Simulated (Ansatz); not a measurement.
TiC (Fm-3m), Ansatz (a quantum-chemistry and plane-wave program) with PBE, DFPT electron-phonon coupling, linearised Boltzmann equation: Condition of this run: functional PBE, cell relaxed with it. phonon-limited resistivity 13.5 μΩ·cm at 300 K, 21.5 μΩ·cm at 400 K, current-weighted mean free path 20 nm, Drude plasma energy 3.59 eV.

Q: What temperature coefficient of resistance follows, and how does it compare with 1/T?

A: (ρ₄₀₀ − ρ₃₀₀)/(100 K × ρ₃₀₀) = 5.93×10⁻³ K⁻¹, against 1/T = 3.33×10⁻³ K⁻¹ for a resistivity proportional to T. It lies higher because phonons are still being populated at 300 K; impurities would add a constant and lower it.

Q: Estimate the resistivity of a 80 nm square wire with diffuse walls from ρ ≈ ρ₀(1 + 3ℓ/4d).

A: 1 + 0.75 × 20/80 = 1.19, so ρ ≈ 16.0 μΩ·cm and a line 1 μm long has 25.0 Ω. The formula is the free-electron limit for d well above ℓ; grain boundaries add to it.

Q: What is the classical skin depth at 1 GHz (nonmagnetic, μ₀ = 1.257×10⁻⁶ H/m)?

A: δ = √(ρ/(π f μ₀)) = 5850 nm.

A metal at this level (no band gap). Only scattering by harmonic phonons is included (no impurities, grain boundaries, electron-electron scattering or thermal expansion). Spin-orbit coupling is left out. Halving the electron mesh (32x32x32) moves the resistivity by up to 5 % at 300 K, the mean free path by up to 5 %. Smearing 0.20 eV; phonons on a 6x6x6 q mesh, which this run doesn't test.
